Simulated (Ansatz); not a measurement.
## A worked fit of the energy against the cutoff, with one run withheld: Cs (Im-3m, 1 atom in the cell)

```
Cs
1.0
   -3.03475     3.03475     3.03475
    3.03475    -3.03475     3.03475
    3.03475     3.03475    -3.03475
Cs
1
Direct
  0.00000   0.00000   0.00000
```

Level of theory: PBEsol, default PAW files made with PBE (plane waves; Ansatz, an electronic-structure program).

Base settings: basis.ecutwfc = 30.9 Ry; kpoints.mp_grid.grid = 8 8 8; hamiltonian.xc = pbesol; hamiltonian.pseudopotentials = {kind: paw} (the program's default PAW files); scf.occupations.method = gaussian; scf.occupations.width = 0.0073 Ry.

The last step of the ladder, which sets the zero, is basis.ecutwfc = 74.2 Ry.

The starting cell has typed, rounded lattice constants, without a prior relaxation at this level. Its lattice was rescaled by up to half a per cent.

An empirical form for the window shown: the miss falls exponentially with the largest wave vector, which goes as √cutoff: ln(ΔF) = a + b·√cutoff.

| basis.ecutwfc | √cutoff (√Ry) | F less the last step's (meV/atom) | ln of it |
|---|---|---|---|
| 12.5 Ry | 3.536 | 427.52 | 6.058 |
| 14 Ry | 3.742 | ? | ? |
| 15.4 Ry | 3.924 | 142.95 | 4.962 |
| 16.9 Ry | 4.111 | 79.22 | 4.372 |
| 18.4 Ry | 4.290 | 42.62 | 3.752 |

### Question
Fit the line to the 4 rows given and predict the withheld one.

### Answer
Means: x̄ = 3.9653, ȳ = 4.7860. Σ(x − x̄)(y − ȳ) = -0.9494 and Σ(x − x̄)² = 0.3127, so b = -3.036 and a = ȳ − b·x̄ = 16.825; ΔF halves for each 0.23 in √cutoff. The largest residual of the fitted rows is 0.050. At x = 3.742 the line gives 5.464, that is 236 meV/atom. The run gave 243.32 meV/atom, a miss of 7.32 meV/atom (3 %). The table is a window of a longer ladder. The rows were chosen because the form fits them, the withheld one included, so this shows the method and is no test of the form.

Left out of this page: 10 runs of the series outside the window shown, repeating another row's setting, or not comparable.

Keys are those of Ansatz 0.2.
